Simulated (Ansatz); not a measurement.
YN (Fm-3m), Ansatz (an electronic-structure program) with HSE06, rigid bands: N_c = 1.35e19 cm⁻³ at 300 K and an electron conductivity mass of 0.235 mₑ.

**Question.** For 1e16 electrons per cm³ at 300 K, place the Fermi level, estimate the Seebeck coefficient of a parabolic band with constant τ, and give mobility and conductivity for τ = 10 fs.

**Answer.** The level lies k_BT ln(N_c/n) = 0.186 eV below the conduction-band minimum. S ≈ −(k_B/e)[ln(N_c/n) + 5/2] = -837 μV/K, against -834 μV/K from the full bands (mean over directions). μ = eτ/m = 74.8 cm²/(V·s) and σ = neμ = 0.120 S/cm. τ is assumed, not computed.

Band transport and this doping are assumed; polarons and phonon drag are left out. Spin-orbit coupling is left out. Geometry: cell and atoms relaxed with PBEsol.
